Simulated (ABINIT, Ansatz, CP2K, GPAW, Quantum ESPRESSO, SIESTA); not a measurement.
**TiTe (P6_3/mmc, 4 atoms in the cell) computed with different codes at matched settings**

Self-consistent single point.

```yaml
crystal:
  lattice:
    - [3.59125, 0.00000, 0.00000]
    - [-1.79563, 3.11011, 0.00000]
    - [0.00000, 0.00000, 7.14360]
  atoms:
    - { symbol: Ti, position: [0.00000, 0.00000, 0.50000] }
    - { symbol: Ti, position: [0.00000, 0.00000, 0.00000] }
    - { symbol: Te, position: [0.66667, 0.33333, 0.25000] }
    - { symbol: Te, position: [0.33333, 0.66667, 0.75000] }
```

All programs got the same cell, k-point mesh and kind of occupations (in Ansatz's words: kpoints.mp_grid.grid = 7 7 3; scf.occupations.method = fermi_dirac; scf.occupations.width = 0.1 eV); potentials, basis and cutoffs are each program's usual ones.

| code | model | pressure (GPa) | k-points | cutoff |
|---|---|---|---|---|
| SIESTA | GGA PBEsol, numerical atomic orbitals DZP, PseudoDojo PBEsol standard norm-conserving potentials (rewritten from UPF to PSML) | 2.77 | 74 | grid 400 Ry |
| Ansatz | PBEsol, PAW files made with PBE | 2.43 | 16 | default |
| ABINIT | PBEsol, norm-conserving pseudopotentials (PseudoDojo nc-sr-04 PBEsol standard) | 2.39 | 16 | 42 Ha |
| GPAW | PBEsol, GPAW PAW datasets PBEsol (made by gpaw-setup) | 2.21 | 16 | 850 eV |
| Quantum ESPRESSO | PBEsol, GBRV 1.5 ultrasoft (PBESOL) pseudopotentials | 3.10 | 16 | 50 Ry |
| CP2K | PBEsol, GPW, DZVP-MOLOPT-SR-GTH basis, GTH-PBE potentials (GTH_POTENTIALS) | 5.68 | 74 | grid 600 Ry |

The spread over the programs that give each value: pressure within 3.47 GPa.

The starting cell comes from a database of computed structures (which also holds hypothetical and non-ambient phases and stackings), without a prior relaxation at this level. Its lattice was rescaled by a random factor within 2.5 % of one. On Ansatz's run: Spin-orbit coupling is off. Spin polarisation is off, so a magnetic state, if there is one, cannot be reached.

Problem. Why do the programs differ, and what cannot be compared?

Solution. Differences of this kind can come from the potentials, where these differ, and from what each basis and cutoff leave unconverged. The valence holds different numbers of electrons (SIESTA 56, Ansatz (a first-principles code) 56, ABINIT 56, GPAW 36, Quantum ESPRESSO 36, CP2K 36). The zero of total energies and Fermi levels follows the potentials and each program's conventions, so they are not compared here. SIESTA and CP2K use small atom-centred bases, whose incompleteness enters pressures, forces and empty levels differently from a plane-wave cutoff. Ansatz's pressure is given at a fixed set of plane waves, as the other plane-wave codes print theirs; with its correction for the finite basis it is 2.48 GPa. The programs reduce the same mesh by symmetry to different extents, which changes the work and not the result. In the pressure, CP2K (by 3.26) lies more than 1 GPa from the median of the plane-wave programs.

Left out of this page: Elk and FLEUR (not drawn, or without a comparable value).

Keys are those of Ansatz 0.2.
